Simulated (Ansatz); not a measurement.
Base system: GaN (space group P4_2/mnm, No. 136; a hypothetical phase, not in the database extracts checked).

```
CELL_PARAMETERS angstrom
      5.47037     0.00000     0.00000
      0.00000     5.47037     0.00000
      0.00000     0.00000     3.18290
ATOMIC_POSITIONS crystal
  Ga 0.32061 0.67939 0.00000
  Ga 0.67939 0.32061 0.00000
  Ga 0.82061 0.82061 0.50000
  Ga 0.17939 0.17939 0.50000
  N  0.31752 0.31752 0.00000
  N  0.68248 0.68248 0.00000
  N  0.18248 0.81752 0.50000
  N  0.81752 0.18248 0.50000
```

Levels (all Ansatz, a quantum-chemistry and plane-wave program, PAW): PBEsol (420 eV, scalar-relativistic without spin-orbit coupling); r2SCAN (500 eV, no spin-orbit coupling); HSE06 (420 eV, no spin-orbit coupling).

At the geometry relaxed with PBEsol, these levels gave the following band gaps, in shuffled order: (a) 1.87 eV, (b) 3.18 eV, (c) 2.33 eV.

Task: Match each gap to its level.

Result: (a) PBEsol; (b) HSE06; (c) r2SCAN.

Single points use the geometry relaxed with PBEsol. HSE06 gaps are upper bounds (no full band path). Stability against distortions was not tested.
